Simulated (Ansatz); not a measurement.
NH2 on the 1x1 (0001) surface of hcp Ti, one in a 2x2 cell, started at the site 'hollow Ti-Ti-Ti'

These are r2SCAN, at the PBE geometry (plane waves to 500 eV, PAW; Ansatz, a first-principles code) values and carry that method's errors.

Model: 19-atom slab, 6.8 Å thick at the start under the adsorbate (thin: gaps and levels are the slab's own), 6x6x1 mesh, Fermi-Dirac 0.1 eV, dipole correction, single point; on the structure that PBE left under its start's symmetry; no spin, no spin-orbit, no U, no dispersion correction. At the end it is bonded to 3 Ti. In PBE it is, or lies within 0.03 eV of, the lowest of the starts that converged; the order may differ at this level.

| Property | Result |
|---|---|
| adsorption energy against NH3(g) − ½ H2(g) at the same level | -1.90 eV |
| work function of the top face | 3.31 eV |
| change of the work function | -1.21 eV |
| change of the step from the bottom to the top vacuum level, against the clean slab | -1.20 eV |
| height of the binding atom over the mean of the host atoms within 0.3 Å of the top one | 1.424 Å |
| nearest host atoms of the binding atom | Ti at 2.17 Å, Ti at 2.23 Å, Ti at 2.23 Å |
| cost | around 3 core-minutes (rough) |

A negative adsorption energy means that the adsorbate is more stable on the surface than in its reference.
